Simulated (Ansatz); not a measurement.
Short convergence ladders for SbPb (Fm-3m, 2 atoms in the cell)

```
SbPb
1.0
    0.00000     3.15176     3.15176
    3.15176     0.00000     3.15176
    3.15176     3.15176     0.00000
Sb Pb
1 1
Direct
  0.50000   0.50000   0.50000
  0.00000   0.00000   0.00000
```

Base method: LDA (PW92), default PAW files made with PBE (plane waves; Ansatz, a first-principles code).

Base settings: basis.ecutwfc = 420 eV; kpoints.mp_grid.grid = 9 9 9; hamiltonian.xc = lda; hamiltonian.pseudopotentials = {kind: paw} (the program's default PAW files); scf.occupations.method = gaussian; scf.occupations.width = 0.1 eV.

The count of work is k-points × plane waves × bands × iterations; it is no time. 

**The width of Fermi-Dirac smearing**

In this ladder: kpoints.mp_grid.grid = 15 15 15; scf.occupations.method = fermi_dirac.

Narrow widths need finer meshes than wide ones, so the last steps can hold mesh noise.

Only quantities that move along the ladder and can be compared are tabulated; pressure and forces are left out, as mesh noise rules them at narrow widths.

| scf.occupations.width | free energy less the last step's (meV/atom) | energy extrapolated to zero width less the last step's (meV/atom) |
|---|---|---|
| 1 eV | -929.26 | -17.42 |
| 0.5 eV | -240.57 | -10.33 |
| 0.3 eV | -88.57 | -2.41 |
| 0.2 eV | -38.33 | 0.31 |
| 0.1 eV | -7.45 | 0.25 |
| 0.05 eV | 0.00 | 0.00 |

Widest scf.occupations.width that holds the energy extrapolated to zero width within 1 meV/atom of the last step, with all finer ones: 0.2 eV; the step before is off by 2.4 meV/atom.

Widest scf.occupations.width that holds the free energy within 5 meV/atom: not settled: the last two steps still differ by 7.4 meV/atom, over half the tolerance, so the ladder does not show it.

The extrapolation to zero width removes most of the smearing's effect on the energy.

**The width of Methfessel-Paxton smearing**

In this ladder: kpoints.mp_grid.grid = 15 15 15; scf.occupations.method = methfessel_paxton.

Narrow widths need finer meshes than wide ones, so the last steps can hold mesh noise.

Only quantities that move along the ladder and can be compared are tabulated; pressure and forces are left out, as mesh noise rules them at narrow widths.

| scf.occupations.width | free energy less the last step's (meV/atom) |
|---|---|
| 1 eV | -6.05 |
| 0.5 eV | 0.98 |
| 0.3 eV | 0.49 |
| 0.2 eV | 0.14 |
| 0.1 eV | 0.03 |
| 0.05 eV | 0.00 |

Widest scf.occupations.width that holds the free energy within 2 meV/atom of the last step, with all finer ones: 0.5 eV; the step before is off by 6.1 meV/atom.

**The mesh under tetrahedron occupations**

In this ladder: scf.occupations.method = tetrahedron; scf.occupations.width = default.

Only quantities that move along the ladder and can be compared are tabulated.

```tsv
kpoints.mp_grid.grid	free energy less the last step's (meV/atom)	pressure (GPa)	count of work / last
4 4 4	-28.12	-3.21	0.029
5 5 5	-24.72	-2.89	0.035
6 6 6	-19.03	-2.88	0.048
7 7 7	-5.07	-2.66	0.060
9 9 9	0.54	-2.55	0.10
11 11 11	0.52	-2.51	0.17
14 14 14	-0.03	-2.47	0.36
17 17 17	-0.03	-2.45	0.58
21 21 21	0.00	-2.43	1.0
```

Coarsest kpoints.mp_grid.grid that holds the pressure within 0.5 GPa of the last step, with all finer ones: 5 5 5, at 0.035 of the last step's count of work; the step before is off by 0.78 GPa.

Coarsest kpoints.mp_grid.grid that holds the free energy within 2 meV/atom of the last step, with all finer ones: 9 9 9, at 0.10 of the last step's count of work; the step before is off by 5.1 meV/atom.

Two neighbours can agree and both be off: 5 5 5 and 6 6 6 differ by 0.01 GPa in the pressure, yet lie about 0.45 GPa from the last step.

On the base run: the starting cell comes from a database of computed structures (which also holds hypothetical and non-ambient phases and stackings), without a prior relaxation at this level. Its lattice was rescaled by up to half a per cent. Ansatz's pressure includes its estimate of the finite-basis (Pulay) stress.

Left out of this page: 4 runs of the series outside the window shown, repeating another row's setting, or not comparable.

Keys are those of Ansatz 0.2.
